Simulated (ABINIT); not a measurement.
Band structure of IrW (P-6m2, 2 atoms in the cell).

```
IrW
1.0
    2.80608     0.00000     0.00000
   -1.40304     2.43014     0.00000
    0.00000     0.00000     4.48395
Ir W
1 1
Direct
  0.00000   0.00000   0.50000
  0.66667   0.33333   0.00000
```

Method: LDA (PW92), PAW (JTH v2.0 LDA PAW) (plane waves; ABINIT 10.0.3).

Settings: pseudos = [Ir.LDA_PW-JTH.xml, W.LDA_PW-JTH.xml]; ecut = 20 Ha; pawecutdg = 40 Ha; pawxcdev = 0; ixc = 7; occopt = 7; tsmear = 0.00499791 Ha; ngkpt = 11 11 6; nshiftk = 1; shiftk = 0 0 0; potentials = JTH v2.0 LDA PAW; kptopt = 1; nstep = 80.

The starting cell comes from a database of computed structures (which also holds hypothetical and non-ambient phases and stackings), without a prior relaxation at this level. Spin-orbit coupling is off. Spin polarisation is off.

Levels in eV from the Fermi level, bands 12 to 19:
```json
[
 {"point": "Γ", "12": "-2.01", "13": "-1.34", "14": "-1.34", "15": "-0.33", "16": "-0.33", "17": "0.35", "18": "3.21", "19": "3.21"},
 {"point": "M", "12": "-2.30", "13": "-1.72", "14": "-1.05", "15": "0.95", "16": "3.70", "17": "3.89", "18": "5.35", "19": "6.73"},
 {"point": "K", "12": "-3.40", "13": "-1.75", "14": "-0.32", "15": "1.60", "16": "2.36", "17": "2.66", "18": "5.01", "19": "6.33"},
 {"point": "A", "12": "-3.18", "13": "-1.95", "14": "-1.95", "15": "-1.94", "16": "0.97", "17": "0.97", "18": "3.09", "19": "3.09"},
 {"point": "L", "12": "-1.72", "13": "-0.26", "14": "0.69", "15": "1.08", "16": "1.41", "17": "2.86", "18": "4.52", "19": "5.36"},
 {"point": "H", "12": "-3.46", "13": "-1.64", "14": "-0.57", "15": "-0.14", "16": "1.30", "17": "3.39", "18": "6.72", "19": "7.22"}
]
```

Bands cross the Fermi level along this path, so the cell is metallic at this level.
